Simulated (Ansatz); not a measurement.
# BBi (model structure, within 0.1 Å of P6₃/mmc, No. 194, 8 atoms in the cell)

Calculation: PBEsol in Ansatz (plane waves, PAW).

Settings: plane-wave cutoff 500 eV, 6×10×6 k mesh (along the axes of the cell as run), Fermi–Dirac smearing 0.05 eV, scalar-relativistic PAW data made under PBE.

Cell (relaxed at this level):

```xyz
8
Lattice="6.0987 0.0000 0.0000 0.0000 3.6962 0.0000 0.0000 0.0000 6.4141" Properties=species:S:1:pos:R:3 pbc="T T T"
B      3.0502     0.9241     4.8104
B      0.0008     0.9241     4.8108
B      3.0486     2.7722     1.6037
B      6.0979     2.7722     1.6033
Bi     4.5739     0.9241     0.5368
Bi     1.5246     0.9241     2.6703
Bi     1.5248     2.7722     5.8774
Bi     4.5742     2.7722     3.7438
```

For BBi (model structure, within 0.1 Å of P6₃/mmc, No. 194, 8 atoms in the cell), the band gap comes out as none.

Spin–orbit coupling is not included; it can shift volumes and moduli of such heavy elements.

The computed numbers hold no vibrational or temperature effects.

Cost on a shared machine: around 120 core-seconds (rough).

A model structure was made by putting elements into a prototype or built by hand; it is no filed structure, need not be a known phase, and can be a saddle point held by its symmetry.

Ansatz is a first-principles code.
